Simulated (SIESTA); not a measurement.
Band structure of YSe (Fm-3m, 2 atoms in the cell).

```xyz
2
Lattice="0.0000 2.8784 2.8784 2.8784 0.0000 2.8784 2.8784 2.8784 0.0000" Properties=species:S:1:pos:R:3 pbc="T T T"
Y      2.8784     2.8784     2.8784
Se     0.0000     0.0000     0.0000
```

Method of the run: SIESTA with GGA PBEsol, numerical atomic orbitals DZP, PseudoDojo PBEsol standard norm-conserving potentials (rewritten from UPF to PSML).

Settings: XC.functional = GGA; XC.authors = PBEsol; potentials = PseudoDojo PBEsol standard; PAO.BasisSize = DZP; PAO.EnergyShift = 0.01 Ry; MeshCutoff = 350 Ry; kgrid.MonkhorstPack = 8 8 8; OccupationFunction = MP; OccupationMPOrder = 0; ElectronicTemperature = 2320.9 K; MaxSCFIterations = 150; SCF.Mixer.Method = Broyden; SCF.Mixer.Weight = 0.2; SCF.Mixer.History = 6.

The starting cell comes from a database of computed structures (which also holds hypothetical and non-ambient phases and stackings), without a prior relaxation at this level. Values carry the incompleteness of an atom-centred basis.

Levels in eV from the Fermi level, bands 11 to 16:
```csv
point,11,12,13,14,15,16
Γ,-3.12,-3.12,-3.12,-0.24,-0.24,-0.24
X,-5.62,-4.01,-4.01,-2.13,1.73,2.82
W,-5.30,-5.21,-5.21,0.80,0.80,2.53
K,-5.51,-5.45,-4.56,-0.52,2.44,2.53
L,-7.01,-5.02,-5.02,2.07,2.07,2.14
U,-5.51,-5.45,-4.56,-0.52,2.44,2.53
```

Bands cross the Fermi level along this path, so the cell is metallic at this level.

Higher empty bands are left out: an atom-centred basis made for the valence describes them poorly.
